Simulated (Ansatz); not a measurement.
**Ca, alloy series**

The parent structure is Ca in the fcc (Cu type) structure (space group Fm-3m, No. 225; a = 5.455 Å).

The other end (x = 1) is Ba in the fcc (Cu type) structure (space group Fm-3m, No. 225; a model cell, its experimental status unchecked): 58.30 Å³/atom, gap zero; this end may not be an ambient phase.

Ba replaces a fraction x of Ca; each row is one arrangement (x, atoms in the cell, starting space group or random), fully relaxed.

All numbers come from PBEsol in Ansatz (plane waves to 420 eV, PAW, spin-orbit coupling left out).

Candidates:
(a) x(Ba) = 0.333, 3 atoms, I4/mmm
(b) x(Ba) = 0.75, 4 atoms, Pmmm
(c) x(Ba) = 0.5, 2 atoms, P4/mmm
(d) x(Ba) = 0.75, 4 atoms, C2/m
(e) x(Ba) = 0.333, 3 atoms, P-3m1

Base values:

The volume per atom is 40.59 Å³.

Problem. Order them by volume per atom, lowest first.

Solution. (e) x(Ba) = 0.333, 3 atoms, P-3m1 (45.44 Å³), (a) x(Ba) = 0.333, 3 atoms, I4/mmm (46.47 Å³), (c) x(Ba) = 0.5, 2 atoms, P4/mmm (49.51 Å³), (d) x(Ba) = 0.75, 4 atoms, C2/m (52.95 Å³), (b) x(Ba) = 0.75, 4 atoms, Pmmm (53.41 Å³)

These are small ordered cells, not random alloys; other orderings at the same x differ. Whether these cells are dynamically stable was not tested. Under x(Ba) = 0.75, 4 atoms, Pmmm, x(Ba) = 0.5, 2 atoms, P4/mmm and x(Ba) = 0.75, 4 atoms, C2/m the cell changed shape so far that it is another structure. This is not the structure that Ba has at room temperature and ambient pressure.

Ansatz is an electronic-structure program.
